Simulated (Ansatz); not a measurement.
Base system: MgB₂ (space group P6/mmm, No. 191; a = 3.0640 Å, c = 3.4977 Å; relaxed with 0.1 eV smearing). Axes: x lies along a and z along c of the hexagonal cell.

Method: Kohn–Sham DFT with the PBEsol functional, run in Ansatz (a quantum-chemistry and plane-wave program) with PAW and 420 eV plane waves, scalar-relativistic without spin-orbit coupling.

Strains are applied to the cell and any free atomic positions relax.

One change was made to it. Results:

```json
[
 {"quantity": "energy relative to the base (free energy F)", "base": "0 meV/atom", "after": "+1.8 meV/atom"},
 {"quantity": "band gap", "base": "zero", "after": "zero"}
]
```

Problem. Name the change that was made.
A) uniaxial strain ε_zz = +2.00 %
B) uniaxial strain ε_zz = −1.50 %
C) uniaxial strain ε_zz = −3.00 %
D) uniaxial strain ε_zz = −2.00 %

Solution. B, uniaxial strain ε_zz = −1.50 %. For comparison, the energy relative to the base in the other runs: uniaxial strain ε_zz = −3.00 % gives +7.3 meV/atom; uniaxial strain ε_zz = +2.00 % gives +3.1 meV/atom; uniaxial strain ε_zz = −2.00 % gives +3.2 meV/atom.

Stability against distortions was not tested. The final runs are not spin-polarised.
